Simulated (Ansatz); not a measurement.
A (6,0) silicon nanotube has 24 atoms in a period of 6.655 Å, a mean diameter of 7.42 Å, and lies 67 meV/atom over the flat sheet relaxed at the same level.

Method: PBE (plane waves to 420 eV, PAW; Ansatz, a first-principles code). Mesh 1×1×12. No spin polarisation. One-dimensional cell, images about 11 Å apart. A hypothetical model, rolled from the flat sheet. Symmetry and one short period hold its shape; lower forms weren't sought.

**Question.** Which bending rigidity of the sheet does this imply in the thin-plate picture?

**Answer.** A plate bent to radius R stores D/(2R²) an area. The area an atom is π × 7.42 × 6.655/24 = 6.46 Å², so the stored energy is 0.067/6.46 = 0.0104 eV/Å². With R = 3.710 Å, D = 2R² × 0.0104 = 0.29 eV.
